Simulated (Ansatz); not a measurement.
# Predicting one run from its neighbours: the energy against the mesh, ZnSe (R3m, 2 atoms in the cell)

```
ZnSe
1.0
    0.00000     2.82083     2.82083
    2.82083     0.00000     2.82083
    2.82083     2.82083     0.00000
Zn Se
1 1
Cartesian
  0.02887   0.02887   0.02887
  1.41041   1.41041   1.41041
```

Computed with LDA (PW92), default PAW files made with PBE (plane waves; Ansatz, a first-principles code).

Base settings: basis.ecutwfc = 420 eV; kpoints.mp_grid.grid = 8 8 8; hamiltonian.xc = lda; hamiltonian.pseudopotentials = {kind: paw} (the program's default PAW files); scf.occupations.method = fermi_dirac; scf.occupations.width = 0.01 eV.

The last step of the ladder, which sets the zero, is kpoints.mp_grid.grid = 22 22 22.

The starting cell has typed, rounded lattice constants, without a prior relaxation at this level. Its lattice was rescaled by up to half a per cent. One atom was moved a little off its site on purpose.

The meshes are centred on Γ.

In a gapped crystal the sum over the mesh converges exponentially with the size of the supercell that the mesh stands for: ln(ΔF) = a + b·N.

| kpoints.mp_grid.grid | divisions along the first axis | F less the last step's (meV/atom) | ln of it |
|---|---|---|---|
| 3 3 3 | 3 | 154.87 | 5.043 |
| 4 4 4 | 4 | ? | ? |
| 5 5 5 | 5 | 11.07 | 2.404 |
| 6 6 6 | 6 | 3.63 | 1.289 |
| 7 7 7 | 7 | 1.32 | 0.278 |

Fit the line to the 4 rows given and predict the withheld one.

Means: x̄ = 5.2500, ȳ = 2.2535. Σ(x − x̄)(y − ȳ) = -10.49 and Σ(x − x̄)² = 8.750, so b = -1.199 and a = ȳ − b·x̄ = 8.5482; each further division cuts the miss by a factor of 3.3. The largest residual of the fitted rows is 0.15. At x = 4 the line gives 3.752, that is 42.6 meV/atom. The run gave 38.33 meV/atom, a miss of 4.27 meV/atom (11 %). The table is a window of a longer ladder. The rows were chosen because the form fits them, the withheld one included, so this shows the method and is no test of the form.

Left out of this page: 10 runs of the series outside the window shown, repeating another row's setting, or not comparable.

Keys are those of Ansatz 0.2.
